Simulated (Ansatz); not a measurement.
GaP under load (space group P6_3mc), Ansatz (an electronic-structure program) with r2SCAN with spin-orbit coupling, rigid bands. Condition of this run: biaxial stress in the c plane of -4.2 GPa (compression positive) (the target of the relaxation). Band gap 1.30 eV, N_c = 3.32e18 cm⁻³ and N_v = 1.57e19 cm⁻³ at 300 K, conductivity masses along y (a = (3.92, 0.00, 0.00) Å; b = (-1.96, 3.40, 0.00) Å; c = (0.00, 0.00, 6.27) Å) of 0.132 mₑ (electrons) and 0.786 mₑ (holes). Take k_BT = 0.02585 eV.

Q: What thermal injection velocity √(2k_BT/πm) limits a ballistic channel along the direction named?

A: 1.48e7 cm/s for electrons and 6.07e6 cm/s for holes, a ratio of √(m_h/m_e) = 2.44, for dilute carriers.

Q: A film of it is 3 nm thick, with its normal along the direction named. Estimate the confinement energies in an infinite well.

A: ħ²π²/(2m t²) = 0.376 eV·nm²/(m/mₑ × t²) gives 317 meV for electrons and 53.2 meV for holes, so the gap would widen to about 1.67 eV. Finite barriers and nonparabolic bands lower this, and with several valleys or bands the heaviest mass along the normal sets the lowest level, not this average.

Q: Find the intrinsic carrier density and the intrinsic Fermi level.

A: n_i = √(N_c N_v) exp(−E_g/2k_BT) = 7.22e18 × exp(−25.14) = 8.7e7 cm⁻³. The level lies (k_BT/2) ln(N_v/N_c) = 20 meV from mid-gap (positive towards the conduction band). Each 0.1 eV added to the gap lowers n_i by a factor of 6.9.

Rigid bands with the computed gap; masses take one relaxation time for all states. Geometry: cell and atoms relaxed with PBEsol.
